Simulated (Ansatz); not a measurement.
Response to strain in CaO

The reference is CaO in the rock salt structure (space group Fm-3m, No. 225; a = 4.767 Å). Axes: x, y, z lie along the cube axes.

Strains are applied to the cell and any free atomic positions relax.

Calculations: plane-wave PAW DFT at the PBEsol level (Ansatz, a first-principles code, 420 eV), no SOC.

```
uniaxial strain ε_zz (%)  band gap (eV)
------------------------  -------------
-3                                 3.39
-2.5                               3.42
-2                                 3.45
-1.5                                  ?
-1                                 3.50
-0.5                               3.52
0                                  3.54
```

Q: Fit E_g = E₀ + Dε (ε in %) to the rows shown and predict the withheld row.

A: Least squares on the printed values gives E₀ = 3.55 eV, D = 50.0 meV per % of strain (largest residual 0.01 eV); this predicts 3.47 eV, and the run gives 3.47 eV, in agreement.

Whether these cells are dynamically stable was not tested.
